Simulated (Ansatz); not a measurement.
Worked example: self-consistent single point of MgTe4MoW2S2 (Cm, 10 atoms in the cell) in Ansatz (a first-principles code).

Computed with PBEsol, default PAW files made with PBE (plane waves; Ansatz).

```
MgTe4Mo(WS)2
1.0
    2.95357    -1.70603     0.00000
    2.95357     1.70603     0.00000
   -0.02384     0.00000    38.91168
Mg Te Mo W S
1 4 1 2 2
Cartesian
 -0.01282   0.00000  21.11309
  1.94734   0.00000  36.26919
  1.96003   0.00000  18.05541
  1.94703   0.00000  32.53951
  1.95916   0.00000  14.27981
  3.91668   0.00000  34.40454
  3.92910   0.00000  16.15963
  1.95323   0.00000  25.78599
  3.92276   0.00000  24.28245
  3.92223   0.00000  27.28293
```

Reference input (self-consistent single point, DFT, PBEsol, plane waves, default PAW files made with PBE): kpoints.mp_grid.grid = 8 8 1; hamiltonian.xc = pbesol; hamiltonian.pseudopotentials = {kind: paw} (the program's default PAW files); scf.occupations.method = gaussian; scf.occupations.width = 0.136 eV. This run's input differs from it in these lines:

Ansatz 0.2 input:
```diff
@@ -18,3 +18,3 @@
   mp_grid:
-    grid: [8, 8, 1]
+    grid: [6, 6, 1]
 hamiltonian:
@@ -26,3 +26,3 @@
     method: gaussian
-    width: 0.136 eV
+    width: 0.3 eV
 output:
```

Log, with long lists cut:

```
SCF iter   1: F=—  HF=-56701.136507 eV  |F-HF|=—  |Δ(HF+E_count)|=         —  Δρ=5.20e-3  dr2=2.96e-1  ethr=1.77e-3  ⟨swp⟩=8.2  Hψ=4504  notcnv=0
all-band conjugate gradients solve this SCF's bands
preconditioner: auto → LDOS
SCF iter   2: F=—  HF=-56701.202907 eV  |F-HF|=—  |Δ(HF+E_count)|=   6.64e-2  Δρ=6.32e-3  dr2=6.83e-1  ethr=2.31e-4  ⟨swp⟩=2.0  Hψ=1563  notcnv=0  defer=2  recentre
   [... lines left out ...]
SCF iter   8: F=—  HF=-56701.113790 eV  |F-HF|=—  |Δ(HF+E_count)|=   1.80e-5  Δρ=3.30e-5  dr2=1.62e-5  ethr=1.02e-7  ⟨swp⟩=2.4  Hψ=1260  notcnv=0
SCF iter   9: F=—  HF=-56701.113581 eV  |F-HF|=—  |Δ(HF+E_count)|=   2.08e-4  Δρ=1.61e-5  dr2=3.60e-6  ethr=1.27e-8  ⟨swp⟩=2.0  Hψ=1274  notcnv=0
SCF iter  10: F=—  HF=-56701.113582 eV  |F-HF|=—  |Δ(HF+E_count)|=   2.34e-7  Δρ=7.04e-6  dr2=6.19e-7  ethr=2.82e-9  ⟨swp⟩=2.0  Hψ=1172  notcnv=0
SCF iter  11: F=-56701.113582 eV  HF=-56701.113582 eV  |F-HF|=1.82e-8  |Δ(HF+E_count)|=   8.37e-8  Δρ=3.36e-6  dr2=8.66e-8  ethr=7.81e-11  ⟨swp⟩=11.3  Hψ=5095  notcnv=0
SCF 1 converged in 11 iterations: F = -56701.113582 eV  dr2 = 8.66e-8
Free energy (F): -56701.113582 eV
Internal energy: -56701.072776 eV  (E = F + TS)
E sigma→0 (E₀):  -56701.093179 eV
Entropy (-TS):   -0.040805 eV (-4.081 meV/atom)
Fermi energy:    5.266832 eV
--- Forces (eV/Å), atoms counted from 1 ---
  atom   1  Mg    -0.00002375     0.00000000     0.00326774
  atom   2  Te     0.00066988     0.00000000    -0.40160211
  atom   3  Te    -0.00061245     0.00000000    -0.41195311
  atom   4  Te     0.00258119     0.00000000     0.38904399
  atom   5  Te     0.00444205     0.00000000     0.53092872
  atom   6  Mo    -0.00324972     0.00000000     0.00698148
  atom   7  W     -0.00346169     0.00000000    -0.04967642
  atom   8  W      0.00181996     0.00000000    -0.02293032
  atom   9  S     -0.00335411     0.00000000     0.43532364
  atom  10  S      0.00118830     0.00000000    -0.47942117
--- Stress (GPa, compression-positive) ---
       -2.370644       0.000000      -0.003945
        0.000000      -2.398601       0.000000
       -0.003945       0.000000      -2.188958
  P = ⅓ Tr σ = -2.3194 GPa (-23.194 kbar)
  The stress holds the Pulay correction. Without it, at fixed plane waves, as pw.x and ABINIT print it: P = -2.3352 GPa
```

The run converged in 11 iterations. Against the reference run the free energy goes down by 4.7 meV/atom, the pressure hardly changes (-2.29 to -2.32 GPa) and the largest force goes from 0.509 to 0.531 eV/Å.

The starting cell comes from a database of computed structures (which also holds hypothetical and non-ambient phases and stackings), without a prior relaxation at this level. Spin-orbit coupling is off. Spin polarisation is off. Ansatz's pressure includes its estimate of the finite-basis (Pulay) stress.
